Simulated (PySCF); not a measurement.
PySCF 2.14.0, BP86/def2-svpd, df: W(O)3 ([O]=[W](=[O])=[O]), 4 atoms. The geometry is a generated start, not checked to be a minimum at this level.

```json
{
  "task": "energy",
  "method": "bp86",
  "basis": "def2-svpd",
  "two_electron_scheme": "density fitting",
  "mol.max_memory": "3000 MB",
  "mf.max_cycle": "100",
  "mf.conv_tol": "1e-09 (default)",
  "mf.grids.level": "3 (default)",
  "effective_core_potentials": "those of the basis set, past Kr",
  "basis_functions": "104",
  "grid_points": "66560"
}
```

```xyz
4

W      0.0004     0.0016     0.0023
O      1.5509    -0.3710    -0.6719
O     -0.5566    -0.8390     1.4099
O     -0.9947     1.2084    -0.7402
```

Charge 0 and multiplicity 1 are set for this test and not shown to be the ground state.

With the defaults (mf.DIIS = CDIIS, mf.diis = true, mf.diis_space = 8, mf.level_shift = 0, mf.damp = 0, mf.diis_start_cycle = 1, mf.init_guess = minao, mf.diis_damp = 0) it converges in 15 Fock builds. One run each on 2 threads, 1 BLAS thread, with these changes:
- mf.diis_space = 5
- mf.init_guess = mod_huckel
- mf.DIIS = EDIIS
- mf.diis_damp = 0.3
- mf.diis = false
- mf.damp = 0.7, mf.diis_start_cycle = 8
- mf.diis_space = 3
- mf.DIIS = ADIIS
- mf.level_shift = 0.3 Hartree

Problem. Name the settings that don't reach the solution of the defaults.

Solution. No convergence: mf.DIIS = EDIIS; mf.diis = false (the run ends without SCF convergence in 100 cycles). The rest reach the solution of the defaults.

| setting | Fock builds | end |
|---|---|---|
| mf.diis_damp = 0.3 | 13 | same solution |
| the defaults | 15 | same solution |
| mf.diis_space = 5 | 16 | same solution |
| mf.damp = 0.7, mf.diis_start_cycle = 8 | 19 | same solution |
| mf.init_guess = mod_huckel | 19 | same solution |
| mf.diis_space = 3 | 29 | same solution |
| mf.DIIS = ADIIS | 44 | same solution |
| mf.level_shift = 0.3 Hartree | 63 | same solution |
| mf.DIIS = EDIIS | 101 | no convergence |
| mf.diis = false | 101 | no convergence |
